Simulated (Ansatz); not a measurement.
Data:

```xyz
3
Lattice="0.0000 2.4838 2.4838 2.4838 0.0000 2.4838 2.4838 2.4838 0.0000" Properties=species:S:1:pos:R:3 pbc="T T T"
Zr     0.0000     0.0000     0.0000
O      1.2419     1.2419     1.2419
O      3.7256     3.7256     3.7256
```

No spin polarisation.

The values are results of DFT with r2SCAN, PAW potentials and a 500 eV plane-wave cutoff in Ansatz (a program for electronic structure), without spin-orbit coupling, earlier PAW set, not measurements. Γ-centred 11×11×11 mesh, Fermi–Dirac width 0.05 eV.

Task: What width of the top valence band does the calculation give?

Result: 1.73 eV.

Task: Estimate the gap character.

Result: Indirect, X → Γ.

Task: What band gap does the calculation give?

Result: 4.11 eV.

Task: Predict the pressure.

Result: 21.65 GPa.

The cells carry an imposed strain or load. Whether these cells are dynamically stable was not tested. The cell was made from ZrO2 in the fluorite structure (space group Fm-3m, No. 225) by this change: isotropic strain −2.39 %. This is not the structure that ZrO2 has at room temperature and ambient pressure.
